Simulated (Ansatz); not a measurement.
BaTe (Pm-3m, No. 221, 2 atoms in the cell; start mp-2600; a measured phase of this formula has another space group) was calculated with LDA (plane waves, PAW; Ansatz, a quantum-chemistry and plane-wave program).

Numerical settings: plane-wave cutoff 520 eV, 8×8×8 k mesh, Fermi–Dirac smearing 0.01 eV, scalar-relativistic PAW data made under PBE.

Cell (relaxed with PBEsol):

```
CELL_PARAMETERS angstrom
      4.16123     0.00000     0.00000
      0.00000     4.16123     0.00000
      0.00000     0.00000     4.16123
ATOMIC_POSITIONS crystal
  Ba 0.00000 0.00000 0.00000
  Te 0.50000 0.50000 0.50000
```

### Question
Give the computed band gap, smallest direct gap on the k points sampled and direct gap at Γ.

### Answer

- band gap: 0.62 eV
- smallest direct gap on the k points sampled: 0.89 eV
- direct gap at Γ: 0.95 eV

Note: cell and atoms aren't relaxed at this level (pressure -1.2 GPa).

Spin–orbit coupling is not included; with these elements it can move the gap by several tenths of an eV or more.

Computed values are for the static lattice.

A start named mp-… is a Materials Project structure, which need not be a measured phase.
